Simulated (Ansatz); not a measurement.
# Point defects in HfO2

Base system: a 9-atom supercell of HfO2 in the fluorite structure (space group Fm-3m, No. 225; a = 5.044 Å) at its relaxed geometry.

One neutral defect a cell, atoms relaxed at fixed cell.

Calculations: Ansatz (a quantum-chemistry and plane-wave program), PBEsol, PAW, cutoff 420 eV, no spin-orbit coupling.

```tsv
case	largest displacement of a host atom from its site in the perfect cell	pressure
perfect supercell	–	0.0 GPa
O on a Hf site (antisite)	0.11 Å	(withheld)
O interstitial (started 2.18 Å from the nearest host atom)	0.23 Å	12.9 GPa
Li interstitial (started 1.95 Å from the nearest host atom)	(withheld)	(withheld)
Yb on a Hf site, symmetric start	0.11 Å	9.0 GPa
Li interstitial (started 2.18 Å from the nearest host atom), symmetric start	0.20 Å	12.9 GPa
```

Problem. What belongs in the blanks?

Solution. 
- O on a Hf site (antisite), pressure: 4.5 GPa
- Li interstitial (started 1.95 Å from the nearest host atom), largest displacement of a host atom from its site in the perfect cell: 0.31 Å
- Li interstitial (started 1.95 Å from the nearest host atom), pressure: 13.2 GPa

The magnetic state is the one reached from the starting moments; the real material's order can differ, and small cells can't hold many antiferromagnetic ones. The state of the 4f shell was not checked for lower solutions. In so small a cell the defect repeats every few ångströms: this is an ordered compound, not a dilute defect. A case with no gap was solved on a k-mesh chosen for an insulator, which is coarse for it. Defects with a symmetric start kept the site's symmetry and may sit on a saddle; the others started slightly shaken. Seeded moments were not kept for Li interstitial (started 1.95 Å from the nearest host atom) and Li interstitial (started 2.18 Å from the nearest host atom). No Hubbard U is applied, and correlation can decide whether such a compound is a metal. This is not the structure that HfO2 has at room temperature and ambient pressure.
